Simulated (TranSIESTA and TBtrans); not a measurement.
System: diphenyl ether-4,4'-diyl held by thiolate S between two Au chains. Leads: straight Au chain, spacing 2.55 Å. Geometry: 25 atoms about the centre moved by SIESTA (PBE, SZP) to a largest force of 0.06 eV/Å, all others as built. Transport runs along z; the first 6 and the last 6 of the 41 atoms are the lead cells, repeated to infinity.

```xyz
41
Lattice="13.664 0.000 0.000 0.000 13.664 0.000 0.000 0.000 55.961" Properties=species:S:1:pos:R:3 pbc="F F T"
Au     6.832     6.832     0.000
Au     6.832     6.832     2.550
Au     6.832     6.832     5.100
Au     6.832     6.832     7.650
Au     6.832     6.832    10.200
Au     6.832     6.832    12.750
Au     6.832     6.832    15.300
Au     6.832     6.832    17.850
Au     6.831     7.013    20.365
S      7.450     5.111    21.428
C      6.818     5.684    23.034
C      5.459     5.395    23.458
C      4.955     5.870    24.707
C      5.813     6.639    25.576
C      7.185     6.894    25.218
C      7.668     6.417    23.958
O      5.177     7.193    26.712
C      5.994     7.437    27.841
C      7.133     6.630    28.194
C      7.776     6.859    29.452
C      7.313     7.880    30.378
S      8.123     8.129    31.987
C      6.202     8.715    29.957
C      5.543     8.497    28.708
H      4.782     4.782    22.744
H      3.864     5.673    25.044
H      7.855     7.479    25.953
H      8.758     6.636    23.629
H      7.490     5.815    27.458
H      8.676     6.203    29.777
H      5.847     9.560    30.667
H      4.638     9.136    28.369
Au     6.751     6.669    33.042
Au     6.832     6.832    35.561
Au     6.832     6.832    38.111
Au     6.832     6.832    40.661
Au     6.832     6.832    43.211
Au     6.832     6.832    45.761
Au     6.832     6.832    48.311
Au     6.832     6.832    50.861
Au     6.832     6.832    53.411
```

Run with TranSIESTA and TBtrans (open boundaries, self-consistent; PseudoDojo norm-conserving potentials, scalar-relativistic): PAO.BasisSize DZP, PAO.EnergyShift 0.15 eV, XC.Authors PBE, Mesh.Cutoff 150 Ry, ElectronicTemperature 300 K, TS.Voltage 0.0 eV, TBT.Elecs.Eta 0.001 eV, no spin polarisation.

Energies count from the leads' Fermi level. Transmissions are for one spin of a degenerate pair. The energy step is 0.02 eV; narrower resonances are cut or missed.

```
E (eV)       T
------  ------
-0.20   0.0788
-0.16   0.0836
-0.12    0.127
-0.08   0.0942
-0.04   0.0756
0.00    0.0654
0.04    0.0658
0.08    0.0626
0.12    0.0594
0.16    0.0564
0.20    0.0537
```

### Question
Give the zero-bias conductance in μS and the resistance at 300 K.

### Answer
At the Fermi level T = 0.0654. Averaged with −∂f/∂E over the full grid (kT = 25.9 meV) it is 0.0704. With G0 = 2e²/h = 77.48 μS, G = 5.45 μS and R = 1/G = 183 kΩ.

### Question
The eigenchannels at the Fermi level transmit 0.0654. What Fano factor of the shot noise follows at low temperature and bias?

### Answer
F = Σ τ(1 − τ)/Σ τ = 0.0611/0.0654 = 0.93.

The leads' channel count changes near -0.01 eV, within the thermal window, so values at the Fermi level hang on where that band edge falls. The leads are straight chains one atom wide, held at their spacing: model electrodes, not surfaces. Semilocal functionals put molecular levels too close to the Fermi level and tend to overestimate such conductances.
